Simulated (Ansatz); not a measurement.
**Carrier properties of K2Pt (Fm-3m)**

Given:

```
CELL_PARAMETERS angstrom
      0.00000     3.73828     3.73828
      3.73828     0.00000     3.73828
      3.73828     3.73828     0.00000
ATOMIC_POSITIONS crystal
  K  0.75000 0.75000 0.75000
  K  0.25000 0.25000 0.25000
  Pt 0.00000 0.00000 0.00000
```

Calculation: r2SCAN, rigid bands (plane waves, PAW, scalar-relativistic; Ansatz, a quantum-chemistry and plane-wave program). Condition of this run: functional r2SCAN on the same cell. Cell: cell and atoms relaxed with PBEsol.

```
Item                                                                                                                                                            Value
---------------------------------------------------------------------------------------------------------------------------------------  ----------------------------
band gap                                                                                                                                                      1.63 eV
electron conductivity mass (300 K, dilute)                                                                                                                    0.52 mₑ
effective density of states N_c (300 K)                                                                                                                   3.8e19 cm⁻³
density-of-states mass, electrons                                                                                                                             1.31 mₑ
Seebeck coefficient, n-type 1e19 cm⁻³, 300 K                                                                                                                -331 μV/K
best n-type power factor at 300 K for τ = 10 fs (best axis; densities from 1e16 to 1e21 cm⁻³ tried, whether or not they can be reached)  11.8 μW/(cm·K²) at 1e20 cm⁻³
```

Rigid bands; masses and Seebeck coefficients take one relaxation time τ for all states and one kind of carrier; polarons and phonon drag are left out. Spin-orbit coupling is left out. Geometry: cell and atoms relaxed with PBEsol.

Computed structure, not matched to a measured one here, so possibly hypothetical: K2Pt (Fm-3m).
